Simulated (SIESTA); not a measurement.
# Relaxation of the atoms of BeNi (Pm-3m, 2 atoms in the cell) at several settings

```yaml
crystal:
  lattice:
    - [2.58700, 0.00000, 0.00000]
    - [0.00000, 2.58700, 0.00000]
    - [0.00000, 0.00000, 2.58700]
  atoms:
    - { symbol: Be, position: [0.00000, 0.00000, 0.00000] }
    - { symbol: Ni, position: [0.50000, 0.50000, 0.50000] }
```

Base: SIESTA 5.4.2 with LDA PW92, numerical atomic orbitals DZP, PseudoDojo LDA standard norm-conserving potentials (rewritten from UPF to PSML). Its settings: XC.functional = LDA; XC.authors = PW92; potentials = PseudoDojo LDA standard; PAO.BasisSize = DZP; PAO.EnergyShift = 0.005 Ry; MeshCutoff = 300 Ry; kgrid.MonkhorstPack = 9 9 9; OccupationFunction = FD; ElectronicTemperature = 0.1 eV; PAO.Polarization.NonPerturbative = true; MaxSCFIterations = 150; SCF.Mixer.Method = Pulay; SCF.Mixer.Weight = 0.1; SCF.Mixer.History = 8; SCF.DM.Tolerance = 1.0E-04. Starting volume 8.66 Å³ per atom.

Each line gives the change from the base single point and the result:

- atoms moved at random; MD.TypeOfRun: default → CG; MD.Steps: default → 40; MD.MaxForceTol: default → 0.005 eV/Ang: pressure -14.51 GPa; largest force (vector length) 0.006 eV/Å; relaxation steps 3; free energy against the base single point 0.0 meV/atom.
- atoms moved at random; MD.TypeOfRun: default → CG; MD.Steps: default → 40; MD.MaxForceTol: default → 0.03 eV/Ang: pressure -14.51 GPa; largest force (vector length) 0.006 eV/Å; relaxation steps 3; free energy against the base single point 0.0 meV/atom.
- atoms moved at random; SCF.DM.Tolerance: 1.0E-04 → default; SCF.DM.Converge: default → false; SCF.H.Converge: default → false; SCF.FreeE.Converge: default → true; SCF.FreeE.Tolerance: default → 1.0E-03 eV; MD.TypeOfRun: default → CG; MD.Steps: default → 40; MD.MaxForceTol: default → 0.03 eV/Ang: pressure -14.54 GPa; largest force (vector length) 0.029 eV/Å; relaxation steps 3; free energy against the base single point 0.0 meV/atom.

The starting cell comes from a database of computed structures (which also holds hypothetical and non-ambient phases and stackings), without a prior relaxation at this level. Spin polarisation is off. Values carry the incompleteness of an atom-centred basis.
